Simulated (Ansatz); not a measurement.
An Ansatz (an electronic-structure program) input (PBEsol-D3(BJ) (Ansatz, PAW, no spin-orbit coupling)):

Ansatz 0.2 input:
```yaml
crystal:
  lattice:
    - [3.2746702379, 0, 0]
    - [-1.6373351189, 2.835947615, 0]
    - [0, 0, 5.587701313]
  atoms:
    - { symbol: Ta, position: [0, 0, 0] }
    - { symbol: S, position: [0.3333333333, 0.6666666667, 0.2774472413] }
    - { symbol: S, position: [0.6666666667, 0.3333333333, 0.7225527587] }
basis: { ecutwfc: 420, ecutrho_ratio: 4, xc_grid: 2, fft_grid_basis: typed }
kpoints: { mp_grid: { grid: [16, 16, 9] } }
hamiltonian:
  xc: pbesol
  dispersion: d3bj
  pseudopotentials: { kind: paw }
scf: { occupations: { method: fermi_dirac, width: 0.05 }, convergence: { dr2_threshold: 0.0000000003 } }
output: { forces: true, stress: true }
```

Q: Which symmetry and how many k-points will the program report, and about how many plane waves at Γ?

A: Space group P-3m1 (ITA 164) with 12 operations, k-points 234 of 2304, and 1051 plane waves at Γ.

No phonon test of stability was made. All final runs are without spin polarisation. An odd electron count without spin: TaS2. The cell is TaS2 in the CdI2 type structure (space group P-3m1, No. 164; layered, stacked along the Cartesian z axis).
